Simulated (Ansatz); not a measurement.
Results of BLYP in Ansatz (PAW) for bcc Eu.

Numerical settings: plane-wave cutoff 520 eV, 18×18×18 k mesh, Fermi–Dirac smearing 0.05 eV, spin-polarised with parallel moments, scalar-relativistic PAW data made under PBE.

The volume scan:

| V (Å³/atom) | E − E_lowest (meV/atom) |
|---|---|
| 41.686 | 7.07 |
| 42.573 | 3.01 |
| 43.460 | 0.71 |
| 44.347 | 0.00 |
| 45.233 | 0.74 |
| 46.120 | 2.79 |
| 47.007 | 6.03 |

Question: Fit the third-order Birch–Murnaghan equation and give B0 and B′.

Answer: V0 = 44.323 Å³/atom, B0 = 13.1 GPa, B′ = 3.9 (fit to the energies at full precision).

Measured, for comparison: bulk modulus 10.9 ± 0.6 GPa (room temperature, not corrected to a static lattice, our sources range from 10.9 to 11.7; as tabulated in arXiv:1012.3782); equilibrium volume per atom 48.10 Å³/atom (293 K, not corrected to a static lattice; as tabulated in Wikipedia's data pages). Computed (rounded) less measured: bulk modulus +20 % (+12 % to +20 % over the range), equilibrium volume per atom -7.9 %.

Note: the 4f shell is treated without U or exact exchange, so its levels and filling can be wrong; the collinear magnetic order is the start's and need not be the measured one.

Spin–orbit coupling is not included.

Static lattice: no zero-point or thermal effects.

Ansatz is a quantum-chemistry and plane-wave program.
